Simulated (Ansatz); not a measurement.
Consider PbTe in the rock salt structure (space group Fm-3m, No. 225; a = 6.442 Å).

Calculations: plane-wave PAW DFT at the PBEsol level (Ansatz, a first-principles code, 420 eV), no SOC.

For the base:

The hole mass is 0.38 mₑ along k, 0.073 mₑ across (at L) and the width of the top valence band comes out as 2.86 eV. The lattice parameter a is 644.2 pm and the band gap is 0.65 eV.

One thing is altered: full substitution Te → S, then cell and atoms are relaxed.

Tabulated Pauling electronegativity and covalent radius: Te 2.10, 1.38 Å; S 2.58, 1.05 Å.

Q: Predict the new hole mass, width of the top valence band, lattice parameter a and band gap.

A: The hole mass goes from 0.38 mₑ along k, 0.073 mₑ across (at L) to 0.076 mₑ along k, 0.11 mₑ across (at L); the width of the top valence band grows by 0.72 eV to 3.58 eV; the lattice parameter a decreases by 53.9 pm to 590.3 pm; the band gap falls by 0.453 eV, from 0.65 eV to 0.19 eV.

Spin-orbit coupling, missing from the scalar runs, can matter with Pb and Te. Effective masses come from finite differences of ±0.01 Å⁻¹. Along k means along the line from Γ to the band edge. No phonon test of stability was made. The zero or small gap of PbS can change with the level of theory.
